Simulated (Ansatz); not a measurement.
Take BaTiO$_{3}$ in the cubic perovskite structure (space group Pm-3m, No. 221; a = 3.935 Å) as the base. Axes: x, y, z lie along the cube axes.

Computed with DFT with LDA, PAW potentials and a 420 eV plane-wave cutoff in Ansatz (a quantum-chemistry and plane-wave program), spin-orbit coupling left out.

For the base:

Band gap: 1.83 eV

Modification: the cell is stretched by 1.20 % along z with no lateral relaxation, atoms relaxed at fixed cell.

Q: Estimate the effect on the band gap.

A: The band gap shrinks by 0.05 eV (1.83 eV → 1.78 eV).

Q: Predict the new energy relative to the base.

A: The energy increases by 1.8 meV/atom.

Q: Estimate the effect on the stress.

A: The stress (xx, yy, zz, yz, xz, xy; compression positive) amounts to (-1.39, -1.39, -3.95, 0.00, 0.00, 0.00) GPa.

The cells carry an imposed strain or load. Whether these cells are dynamically stable was not tested. All final runs are without spin polarisation. Many cubic perovskites are stable only at high temperature; tilts and polar distortions were not tested. This is not the structure that BaTiO3 has at room temperature and ambient pressure.
